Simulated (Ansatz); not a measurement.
# A computed series for ZnGeP2: response to strain

Base system: ZnGeP2 in the chalcopyrite structure (space group I-42d, No. 122).

```
CELL_PARAMETERS angstrom
     -2.68698     2.68698     5.31275
      2.68698    -2.68698     5.31275
      2.68698     2.68698    -5.31275
ATOMIC_POSITIONS crystal
  Zn 0.00000 0.00000 0.00000
  Zn 0.75000 0.25000 0.50000
  Ge 0.50000 0.50000 0.00000
  Ge 0.25000 0.75000 0.50000
  P  0.87500 0.87461 0.49961
  P  0.12539 0.62500 0.00039
  P  0.37500 0.37539 0.50039
  P  0.62461 0.12500 0.99961
```

Strains are applied to the cell and any free atomic positions relax.

All numbers come from LDA (Ansatz, an electronic-structure program, PAW, no spin-orbit coupling).

Candidates:
(a) isotropic strain −0.75 %
(b) isotropic strain −2.25 %
(c) isotropic strain −1.50 %

Base values:

* **Band gap**: 1.00 eV

Question: Order them by band gap, highest first.

Answer: (a) isotropic strain −0.75 % (0.97 eV), (c) isotropic strain −1.50 % (0.93 eV), (b) isotropic strain −2.25 % (0.89 eV)

Whether these cells are dynamically stable was not tested.
